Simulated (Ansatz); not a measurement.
## Element substitutions in Gd

Consider Gd in the hcp (Mg type) structure (space group P6_3/mmc, No. 194; a = 3.639 Å, c = 5.909 Å; ferromagnetic).

Each row replaces one element on all its sites; cell and atoms are relaxed.

The values are results of Ansatz (an electronic-structure program) r2SCAN, no spin-orbit coupling, not measurements.

Candidates:
(a) Gd → Eu
(b) Gd → Mg
(c) Gd → Yb

Before the change:

| Quantity | Result |
|---|---|
| Volume per atom | 33.89 Å³ |

### Question
Order them by volume per atom, lowest first.

### Answer
(b) Gd → Mg (22.59 Å³), (c) Gd → Yb (34.93 Å³), (a) Gd → Eu (43.01 Å³)

The magnetic state is the one reached from the starting moments; the real material's order can differ, and small cells can't hold many antiferromagnetic ones. The state of the 4f shell was not checked for lower solutions. No phonon test of stability was made. As relaxed here, Eu is a hypothetical phase, not in the database extracts checked. Starting moments died away, wholly or in part, for Gd → Yb; another magnetic solution may exist. Spin-polarised in the final run: Eu and base; the other runs are not. This is not the structure that Yb has at room temperature and ambient pressure.
